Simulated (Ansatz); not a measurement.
Results of PBE-D3(BJ) (PAW; Ansatz, a program for electronic structure) for pyrite PtAs₂.

Run with plane-wave cutoff 500 eV, 6×6×6 k mesh, gaussian smearing 0.02 eV, scalar-relativistic PAW data made under PBE.

Cell (relaxed at this level):

```yaml
crystal:
  lattice:
    - [5.99153, 0.00000, 0.00000]
    - [0.00000, 5.99153, 0.00000]
    - [0.00000, 0.00000, 5.99153]
  atoms:
    - { symbol: As, position: [0.61674, 0.88326, 0.11674] }
    - { symbol: As, position: [0.11674, 0.61674, 0.88326] }
    - { symbol: As, position: [0.61674, 0.61674, 0.61674] }
    - { symbol: As, position: [0.38326, 0.38326, 0.38326] }
    - { symbol: As, position: [0.88326, 0.11674, 0.61674] }
    - { symbol: As, position: [0.88326, 0.38326, 0.11674] }
    - { symbol: As, position: [0.11674, 0.88326, 0.38326] }
    - { symbol: As, position: [0.38326, 0.11674, 0.88326] }
    - { symbol: Pt, position: [0.00000, 0.50000, 0.50000] }
    - { symbol: Pt, position: [0.50000, 0.00000, 0.50000] }
    - { symbol: Pt, position: [0.00000, 0.00000, 0.00000] }
    - { symbol: Pt, position: [0.50000, 0.50000, 0.00000] }
```

Q: What does this level give for the band gap?

A: 
band gap: 0.26 eV (on the SCF k mesh)

Spin–orbit coupling is not included; with these elements it can move the gap by several tenths of an eV or more.

Static lattice: no zero-point or thermal effects.

It cost about 3 core-minutes (a rough figure) of CPU time.
